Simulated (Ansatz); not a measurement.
Base system: Li in the fcc (Cu type) structure (space group Fm-3m, No. 225; a = 4.3243 Å; relaxed with 0.1 eV smearing). Axes: x, y, z lie along the cube axes.

Method: PBEsol, PAW, 420 eV (Ansatz, a program for electronic structure; without spin-orbit coupling).

Strains are applied to the cell and any free atomic positions relax; under biaxial strain the out-of-plane vector relaxes too.

One change was made to it. Results:

```json
[
 {"quantity": "shortest interatomic distance", "base": "5.778 bohr", "after": "5.778 bohr"},
 {"quantity": "energy relative to the base (free energy F)", "base": "0 meV/atom", "after": "0.0 meV/atom"}
]
```

Task: What was done to the base?
(A) uniaxial strain ε_xx = +0.55 %
(B) isotropic strain −0.87 %
(C) isotropic strain +2.18 %
(D) biaxial strain −2.79 %, plane normal [110], relaxed out of plane

Result: A, uniaxial strain ε_xx = +0.55 %. For comparison, the shortest interatomic distance in the other runs: isotropic strain −0.87 % gives 5.728 bohr; isotropic strain +2.18 % gives 5.904 bohr; biaxial strain −2.79 %, plane normal [110], relaxed out of plane gives 5.617 bohr.

Whether these cells are dynamically stable was not tested. This is not the structure that Li has at room temperature and ambient pressure.
